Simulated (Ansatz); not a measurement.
Level of theory: PBE (plane waves to 420 eV, PAW; Ansatz, a program for electronic structure).

Electrostatic potential energy of an electron, averaged over planes parallel to the surface, in eV from the Fermi level, for SiH3 on the 1x1 (0001) surface of hcp Ru, one in a 2x2 cell, started at the site 'hollow Ru-Ru-Ru over Ru at depth 2.1 Å':

(z (Å), V (eV)): (5.10, 5.01); (5.38, 5.01); (5.67, 5.00); (5.95, 5.00); (6.23, 4.99); (6.52, 4.98); (6.80, 4.95); (7.08, 4.90); (7.37, 4.78); (7.65, 4.54); (7.93, 4.06); (8.22, 3.09); (8.50, 1.08); (8.78, -3.64); (9.07, -13.82); (9.35, -24.28); (9.63, -27.89); (9.92, -22.09); (10.20, -11.16); (10.48, -3.34); (10.77, -3.26); (11.05, -10.87); (11.33, -21.94); (11.62, -28.18); (11.90, -25.21); (12.18, -15.07); (12.47, -5.04); (12.75, -1.87); (13.03, -5.36); (13.32, -15.57); (13.60, -25.50); (13.88, -27.99); (14.17, -21.29); (14.45, -10.16); (14.73, -2.83); (15.02, -2.84); (15.30, -10.15); (15.58, -21.17); (15.87, -27.76); (16.15, -25.04); (16.43, -15.03); (16.72, -4.84); (17.00, -0.64); (17.28, -0.98); (17.57, -3.72); (17.85, -3.88); (18.13, -1.19); (18.42, 1.21); (18.70, 2.99); (18.98, 3.88); (19.27, 4.33); (19.55, 4.55); (19.83, 4.66); (20.12, 4.71); (20.40, 4.74); (20.68, 4.75); (20.97, 4.76); (21.25, 4.76); (21.53, 4.76); (21.82, 4.76); (22.10, 4.76)

Set-up: 20 atoms, 6.3 Å thick at the start under the adsorbate (thin: gaps and levels are the slab's own); mesh 6x6x1; 0.1 eV smearing; dipole correction on; 8 atoms held, the rest relaxed; held to the start's symmetry, so lower structures may exist; no spin, no spin-orbit, no U, no dispersion correction. At the end it is bonded to 3 Ru. In PBE it is, or lies within 0.03 eV of, the lowest of the starts that converged.

The vacuum level lies 4.76 eV above the Fermi level over the top face and 5.01 eV above it under the bottom face.
